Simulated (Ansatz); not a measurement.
Given:

```
CELL_PARAMETERS angstrom
     -1.35767     4.08635     1.95758
      1.35767    -4.08635     1.95758
      1.35767     4.08635    -1.95758
ATOMIC_POSITIONS crystal
  N  0.46336 0.27663 0.18674
  N  0.68739 0.18739 0.50000
  N  0.08989 0.27663 0.81326
  B  0.67588 0.00512 0.67076
  Al 0.99912 0.99912 0.00000
  B  0.33436 0.00512 0.32924
```

No spin polarisation.

Calculations: Ansatz (a program for electronic structure) PBEsol, without spin-orbit coupling. k-mesh 15×15×15 (Γ-centred); smearing 0.05 eV (Fermi–Dirac).

**Question.** Predict the band gap, gap character and valence-band top at Γ.

**Answer.** The band gap is 2.89 eV. The gap character (in this cell's own zone, which can be folded) comes out as indirect, Γ → T and the valence-band top at Γ (three highest levels, from the VBM) comes out as 0.00, -0.37, -0.54 eV.

Each cell is one ordered arrangement of few atoms, which overstates ordering effects compared with a random alloy. Whether these cells are dynamically stable was not tested. The cell was made from BN by this change: x(Al) = 0.333, 6 atoms, Imm2.
